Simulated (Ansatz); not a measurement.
All values below come from PBE (plane waves to 420 eV, PAW; Ansatz, a program for electronic structure).

Host crystal: 3C silicon carbide, with a band gap (PBE, scalar-relativistic without spin-orbit coupling).

Electrostatic potential energy of an electron, averaged over planes parallel to the surface, in eV from the highest filled level, for F on the 1x1 (110) surface of 3C silicon carbide (cut with top plane C + Si), one in a 1x1 cell, started at the site 'hollow Si':

```tsv
z (Å)	V (eV)
5.34	5.51
5.62	5.51
5.91	5.51
6.19	5.51
6.47	5.51
6.75	5.50
7.03	5.49
7.31	5.47
7.59	5.43
7.88	5.34
8.16	5.13
8.44	4.65
8.72	3.57
9.00	1.14
9.28	-4.21
9.56	-9.73
9.84	-11.05
10.12	-8.59
10.41	-6.60
10.69	-8.37
10.97	-11.97
11.25	-12.19
11.53	-7.94
11.81	-3.38
12.09	-3.70
12.38	-8.39
12.66	-12.10
12.94	-10.88
13.22	-6.24
13.50	-3.46
13.78	-6.22
14.06	-10.94
14.34	-12.24
14.62	-8.66
14.91	-4.14
15.19	-3.98
15.47	-8.37
15.75	-12.07
16.03	-11.00
16.31	-6.43
16.59	-3.80
16.88	-7.11
17.16	-11.16
17.44	-10.87
17.72	-6.39
18.00	-1.39
18.28	0.14
18.56	0.13
18.84	1.05
19.12	3.29
19.41	5.79
19.69	6.33
19.97	6.51
20.25	6.56
20.53	6.58
20.81	6.58
21.09	6.59
21.38	6.59
21.66	6.59
21.94	6.59
22.22	6.59
22.50	6.59
22.78	6.59
23.06	6.59
```

Slab: 13 atoms, 7.7 Å thick at the start under the adsorbate (thin: gaps and levels are the slab's own); k 6x6x1, smearing 0.01 eV, dipole-corrected; 6 atoms held, the rest relaxed; start symmetry kept, larger cells not searched; spin-polarised, ending with about 1.0 μB a cell; orders that need a larger cell were not tried, no spin-orbit, no U, no dispersion correction. At the end it is bonded to Si. In PBE it is, or lies within 0.03 eV of, the lowest of the starts that converged.

Question: The surface cell has an area of 13.57 Å². What dipole along the normal does the step between the two vacuum levels imply?

Answer: the top vacuum level lies 1.08 eV above the bottom one; p = −ε₀ A ΔV (ε₀ = 0.005526 e/(V·Å)) gives -0.08 e·Å a cell.
